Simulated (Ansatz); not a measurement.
**How the bulk modulus of HfN (P6₃/mmc, No. 194, 4 atoms in the cell; start mp-1096994; a measured phase of this formula has another space group) moves with the method**

No measured value is used here.

| level (code) | value (GPa) | cell (Å³/atom) |
|---|---|---|
| LDA (Ansatz) | 297 | 11.15 |
| PBEsol (Ansatz) | 280 | 11.41 |
| r²SCAN (Ansatz) | 277 | 11.61 |

Density-functional levels without +SOC have no spin–orbit coupling. LDA, PBEsol, r²SCAN: the bulk modulus is −V dP/dV from two relaxed cells at ±2 % in volume. LDA, PBEsol, r²SCAN: the relaxation could not lower the start's symmetry, so the cell can be a saddle point above a distorted one. Each level is taken at its own relaxed cell. Cutoffs differ between the levels. Ansatz's density-functional and Hartree–Fock values are scalar-relativistic unless marked +SOC, with PAW data made under PBE.

A start named mp-… is a Materials Project structure, which need not be a measured phase.

Ansatz is a quantum-chemistry and plane-wave program.
